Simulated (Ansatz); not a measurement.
Take Ta in the bcc (W type) structure (space group Im-3m, No. 229; a = 3.320 Å; relaxed with 0.1 eV smearing) as the base.

All numbers come from DFT with PBE, PAW potentials and a 420 eV plane-wave cutoff in Ansatz (an electronic-structure program), without spin-orbit coupling.

Base values:

The pressure is 0.0 GPa.

One thing is altered: every lattice vector is stretched by 0.50 %; the atoms relax in the strained cell.

**Question.** How does this affect the energy relative to the base?

**Answer.** The energy goes up by 2.5 meV/atom.

**Question.** What does the calculation give for the pressure after the change?

**Answer.** The pressure goes from zero to -2.8 GPa.

Whether these cells are dynamically stable was not tested. All final runs are without spin polarisation.
